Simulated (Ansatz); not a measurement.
**Sensitivity of a calculation on RbGeBiS4 (P2_1/c, 28 atoms in the cell) to its settings**

```xyz
28
Lattice="6.5166 0.0000 0.0000 0.0000 6.7832 0.0000 -5.8140 0.0000 16.8136" Properties=species:S:1:pos:R:3 pbc="T T T"
Rb     1.6858     5.0408     0.5949
Rb     1.9238     1.6491     7.8119
Rb    -0.9832     1.7425    16.2187
Rb    -1.2212     5.1341     9.0016
Bi    -0.1025     4.6325     4.7188
Bi     3.7120     1.2409     3.6880
Bi     0.8050     2.1507    12.0948
Bi    -3.0095     5.5423    13.1255
Ge     0.4019     1.8568     2.6285
Ge     3.2077     5.2485     5.7783
Ge     0.3007     4.9264    14.1851
Ge    -2.5051     1.5348    11.0352
S      1.0029     2.2304     4.7246
S      2.6067     5.6220     3.6822
S     -0.3003     4.5528    12.0889
S     -1.9041     1.1612    13.1314
S     -2.0543     3.4611     6.0093
S      5.6638     0.0695     2.3974
S      2.7568     3.3221    10.8042
S     -4.9613     6.7137    14.4161
S     -2.0128     0.1426     6.2052
S      5.6224     3.5342     2.2016
S      2.7154     6.6406    10.6083
S     -4.9198     3.2490    14.6120
S      2.1984     1.6267     1.4255
S      1.4111     5.0183     6.9813
S     -1.4959     5.1565    15.3881
S     -0.7086     1.7649     9.8322
```

Base run A: LDA (PW92), default PAW files made with PBE (Ansatz, a program for electronic structure), self-consistent single point.

Its settings: basis.ecutwfc = 420 eV; kpoints.mp_grid.grid = 3 3 1; hamiltonian.xc = lda; hamiltonian.pseudopotentials = {kind: paw} (the program's default PAW files); scf.occupations.method = cold; scf.occupations.width = 0.272 eV.

The starting cell comes from a database of published, mostly measured structures (it also holds non-ambient and calculated ones), without a prior relaxation at this level. Its lattice was rescaled by a random factor within 2.5 % of one. Spin-orbit coupling is off. Ansatz's pressure includes its estimate of the finite-basis (Pulay) stress. Another mesh or the band path of this cell gives a smaller gap, so this value is not converged in the mesh.

ΔF is the free energy per atom less that of run A. 

Run A gave: pressure (GPa) 0.44; largest force (eV/Å) 0.480; gap on the mesh (eV) 2.143.

Runs:
- B: scf.convergence.dr2_threshold: default (1e-07 eV) → 0.0001 eV
- C: kpoints.mp_grid.shift: default → 0 0 0.5
- D: scf.mixing.algorithm: default (the program chose MSR1) → anderson; scf.mixing.beta: default → 0.3
- E: scf.mixing.algorithm: default (the program chose MSR1) → broyden; scf.mixing.ndim: default → 4

Problem. What does run C change against A?

Solution. The free energy stays essentially unchanged (within 1 meV/atom), the pressure stays at 0.44 GPa, the largest force hardly changes (0.480 to 0.481 eV/Å) and the gap on the mesh goes from 2.143 to 2.117 eV.

| run | ΔF (meV/atom) | pressure (GPa) | largest force (eV/Å) | gap on the mesh (eV) |
|---|---|---|---|---|
| A | 0.00 | 0.44 | 0.480 | 2.143 |
| B | 0.00 | 0.44 | 0.480 | 2.143 |
| C | -0.07 | 0.44 | 0.481 | 2.117 |
| D | 0.00 | 0.44 | 0.480 | 2.143 |
| E | 0.00 | 0.44 | 0.480 | 2.143 |

Keys are those of Ansatz 0.2.
